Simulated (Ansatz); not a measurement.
Here is the system:

End structure of a constructed model of the (0001) surface of hcp Ru, p(2x2) surface alloy, Pt on one Ru site of the top plane (bottom of the slab: a bare face, its two planes held):

```
CELL_PARAMETERS angstrom
      5.44280     0.00000     0.00000
     -2.72140     4.71360     0.00000
      0.00000     0.00000    27.00000
ATOMIC_POSITIONS crystal
  Ru 0.33333 0.16667 0.30153
  Ru 0.33333 0.66667 0.30153
  Ru 0.83333 0.16667 0.30153
  Ru 0.83333 0.66667 0.30153
  Ru 0.16667 0.33333 0.38103
  Ru 0.16667 0.83333 0.38103
  Ru 0.66667 0.33333 0.38103
  Ru 0.66667 0.83333 0.38103
  Ru 0.33321 0.16679 0.46003
  Ru 0.33321 0.66642 0.46003
  Ru 0.83358 0.16679 0.46003
  Ru 0.83333 0.66667 0.46093
  Ru 0.16667 0.33333 0.54034
  Ru 0.16811 0.83406 0.54049
  Ru 0.66594 0.33189 0.54049
  Ru 0.66594 0.83406 0.54049
  Ru 0.33243 0.16757 0.61928
  Ru 0.33243 0.66485 0.61928
  Ru 0.83515 0.16757 0.61928
  Ru 0.83333 0.66667 0.62003
  Pt 0.16667 0.33333 0.70137
  Ru 0.16747 0.83374 0.69651
  Ru 0.66626 0.33253 0.69651
  Ru 0.66626 0.83374 0.69651
```

Slab: 24 atoms, 10.7 Å thick at the start; k 8x8x1, smearing 0.1 eV, dipole-corrected; 8 atoms held, the rest relaxed; held to the start's symmetry, so lower structures may exist; no spin, no spin-orbit, no U. It is one candidate, not shown to be the stable structure of the face.

Problem. What work function of the top face does PBE (Ansatz, a quantum-chemistry and plane-wave program) give?

Solution. 5.11 eV
